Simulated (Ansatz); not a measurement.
# A computed series for BP: element substitutions

Start from BP in the zinc blende structure (space group F-43m, No. 216).

BP is taken in the cubic space group F-43m (No. 216), the zinc blende structure, Pearson symbol cF8. Lattice parameters: a = b = c = 4.520 Å, α = β = γ = 90.00°. P on 4c is surrounded by 4 B at 1.957 Å (tetrahedral). B on 4a is surrounded by 4 P at 1.957 Å (tetrahedral). (Neighbours: up to the widest gap in distance over summed covalent radii, below 1.35, at either atom.)
(The calculation used a cell of 2 atoms; values per cell refer to that cell.)

Each row replaces one element on all its sites; cell and atoms are relaxed.

Calculations: PBEsol (Ansatz, a first-principles code, PAW, spin-orbit coupling left out).

Question: Only one of these has no band gap. Which?
(A) P → Cu
(B) P → As
(C) B → In

Answer: A, P → Cu. Computed: P → Cu: zero; P → As: 1.08 eV; B → In: 0.57 eV

Whether these cells are dynamically stable was not tested. As relaxed here, CuB is a hypothetical phase, not in the database extracts checked. All final runs are without spin polarisation.
